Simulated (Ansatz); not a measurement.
Ansatz (a first-principles code), DFT, PBE, plane waves, its soft PAW files of 3 December: W(110) slab of 6 layers, 1x1, atoms displaced (W6), unrelaxed, 6 atoms. Basis and mesh were picked for this test and aren't claimed converged.

```json
{
  "cell": "3.17, 2.74, 21.19 Å; 90, 90, 54.7°",
  "distance_to_the_nearest_atom": "2.65 to 2.74 Å",
  "task": "single point",
  "k mesh": "10×10×1",
  "hamiltonian.xc": "pbe",
  "kind_of_files": "paw",
  "scf.occupations.method": "fermi_dirac",
  "scf.occupations.width": "0.05 eV",
  "output.forces": "true",
  "binding of workers (--pin)": "off",
  "k-point pools (--kpoint-pools)": "1",
  "memory maximum (--max-ram)": "8GiB",
  "accuracy": "medium (default)",
  "basis.precision": "auto (default)",
  "basis.xc_grid": "2 (default)",
  "scf.eigensolver.kind": "auto (default)",
  "scf.convergence.dr2_threshold": "1e-07 (default)",
  "scf.lower_state_search": "light (default)",
  "k-points after symmetry": "52",
  "bands_at_the_start": "51",
  "electrons": "84",
  "plane waves at Γ": "2985",
  "cutoff (eV)": "420",
  "FFT grid": "24×20×144",
  "symmetry_operations": "1"
}
```

Settings of this run: scf.mixing.algorithm = broyden, scf.mixing.preconditioner = none, scf.algorithm = auto; 4 threads.

| iteration | dr2 (eV) | Hψ |
|---|---|---|
| 1 | 2.62e1 | 12295 |
| 2 | 1.03e4 | 33196 |
| 3 | 2.69e1 | 22844 |
| 4 | 6.52e2 | 15113 |
| 5 | 6.41e1 | 12864 |
| 6 | 8.67e0 | 7637 |
| 7 | 1.30e0 | 5076 |
| 8 | 1.05e0 | 4389 |
| 9 | 3.04e-1 | 3582 |
| 10 | 3.92e-2 | 3596 |
| 11 | 7.73e-2 | 3521 |
| 12 | 1.90e-2 | 3149 |
| 13 | 2.25e-3 | 3318 |
| 14 | 5.40e-3 | 3427 |
| 15 | 2.37e-3 | 2730 |
| 16 | 6.00e-5 | 2824 |
| 17 | 3.17e-5 | 3759 |
| 18 | 8.54e-6 | 3153 |
| 19 | 1.16e-6 | 3426 |
| 20 | 1.11e-6 | 3597 |
| 21 | 2.87e-7 | 3174 |
| 22 | 1.70e-6 | 3993 |
| 23 | 1.75e-8 | 18367 |

It converged after 23 SCF iterations.

Question: The cycle is slow. Which setting should be changed?

Answer: One answer among several that fit: scf.mixing.preconditioner = auto (default) (11 SCF iterations), all else kept. The other changes of this size gave: scf.mixing.preconditioner = kerker (23); scf.mixing.algorithm = auto (default) (24). In that run the program took: scf.mixing.preconditioner LDOS, scf.eigensolver.kind band_cg, --slots 4. The change moves the result by: energy under 0.001 meV/atom, forces (largest component) 0.15 meV/Å. Counts are of single runs.

Keys are those of Ansatz 0.2.
